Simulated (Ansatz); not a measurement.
System: F-vacancy pair (F on one host O site, one O site vacant) in monoclinic HfO2 (charge state +3). Method: PBE, PAW (plane waves to 420 eV; Ansatz, a program for electronic structure).

Cell of 96 host sites held at the relaxed PBE lattice; the Γ point alone; Fermi-Dirac width 0.01 eV, spin-restricted; finite-size errors left in. No zero-point or tunnelling terms. Spin-orbit coupling is left out. The charge state is imposed; whether it is stable for some Fermi level was not computed. Forms of the defect that were not tried may lie lower.

Barriers: single points on a 2×2×2 k-point mesh shifted by half a step at the bands' geometries.

A. one O atom jumps into the vacancy from a nearby O site (F-vacancy distance between ideal sites 2.55 → 3.57 Å); the atom moves 1.80 Å along (0.02, -0.34, 0.03) of the unit cell; the moving atom starts with neighbours Hf at 2.07, Hf at 2.16, Hf at 2.31, Hf at 2.67; O at 2.54 Å and ends with F at 2.48; 2 Hf at 2.14, Hf at 2.27, Hf at 2.74; O at 2.72 Å; the start lies 0.69 eV above the lowest site run; saddle order not checked.
B. one O atom jumps into the vacancy from a nearby O site (F-vacancy distance between ideal sites 2.58 → 4.05 Å); the atom moves 2.01 Å along (0.38, 0.09, 0.13) of the unit cell; the moving atom starts with neighbours Hf at 2.05, Hf at 2.18, Hf at 2.35, Hf at 2.41; O at 2.58, O at 2.67 Å and ends with F at 2.64; Hf at 2.06, Hf at 2.07, Hf at 2.29 Å; saddle order not checked.
C. the F atom itself jumps into the vacancy (F-vacancy distance between ideal sites 2.55 Å throughout); the atom moves 1.77 Å along (0.33, 0.07, 0.13) of the unit cell; the moving atom starts with neighbours Hf at 2.16, Hf at 2.19, Hf at 2.50; O at 2.69, O at 2.72, O at 2.73 Å and ends with Hf at 2.16, Hf at 2.23, Hf at 2.58, Hf at 2.59; O at 2.53, O at 2.57, O at 2.64, O at 2.74 Å; the start lies 0.69 eV above the lowest site run; saddle order not checked.

Task: Order them by forward barrier (lowest first) at the level PBE, PAW.

Result: C (0.057 eV), A (0.19 eV), B (0.90 eV)
